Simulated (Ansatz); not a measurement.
Functionals compared on the (0001) surface of wurtzite GaN (2x2 with 3 H on 4 top atoms; a constructed slab, bottom: 3 H on 4 bottom sites), in Ansatz (plane waves, PAW). The structure was relaxed with PBE; the other rows are single points on it. Cutoff 420 eV (500 eV for r2SCAN).

Host crystal: wurtzite GaN, with a band gap (PBE, scalar-relativistic without spin-orbit coupling).

Slab: 46 atoms, 13.8 Å thick at the start with caps and adatoms (thin: gaps and levels are the slab's own); k 4x4x1, smearing 0.01 eV, dipole-corrected; 23 atoms held, the rest relaxed; held to the start's symmetry, so lower structures may exist; no spin, no spin-orbit, no U. These notes are the PBE run's.

| functional | gap of the slab on its k-mesh (eV) | highest filled level below the top vacuum level (eV) |
|---|---|---|
| PBE | 1.90 | 6.75 |
| RPBE | ___ | ___ |
| r2SCAN | 2.32 | 7.03 |

Problem. Fill in the missing entries.

Solution. 
- RPBE, gap of the slab on its k-mesh (eV): 1.91
- RPBE, highest filled level below the top vacuum level (eV): 6.70

Ansatz is a quantum-chemistry and plane-wave program.
